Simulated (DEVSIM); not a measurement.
System: Au/SiO2/n-Si capacitor, at 300 K.

```
layer (left to right)  material  thickness (nm)  Nd (cm⁻³)
---------------------  --------  --------------  ---------
1                          SiO2            2.90          -
2                            Si            1100     2.8e17
```

Metal gate on the left, work function 5.1 eV. Fixed charge at the semiconductor interface -6.2e10 cm⁻² (in units of +e); no interface traps.

The device is made up for the run: typed textbook-type constants, with dimensions and the other settings drawn at random. Values at 300 K.

```
parameter      SiO2       Si
-------------  ----  -------
gap (eV)          9    1.124
affinity (eV)   0.9     4.05
permittivity    3.9     11.7
Nc (cm⁻³)         -  2.86e19
Nv (cm⁻³)         -   3.1e19
```

Simulated with DEVSIM: 1D Poisson equation in equilibrium, Boltzmann statistics, complete ionisation; no quantum confinement or tunnelling. Metal contacts follow the ideal Schottky-Mott rule: no Fermi-level pinning, no interface dipoles.

The gate work function was swept, all else fixed.

| gate work function (eV) | threshold voltage (band bending 2φF) (V) | flat-band voltage (V) |
|---|---|---|
| 4.8 | -0.48 | 0.64 |
| 4.95 | -0.33 | 0.79 |
| 5.1 | -0.18 | 0.94 |
| 5.25 | -0.03 | 1.09 |
| 5.4 | 0.12 | 1.24 |

From the first row to the last the threshold voltage (band bending 2φF) goes from -0.48 to 0.12. From the first row to the last the flat-band voltage goes from 0.64 to 1.24.
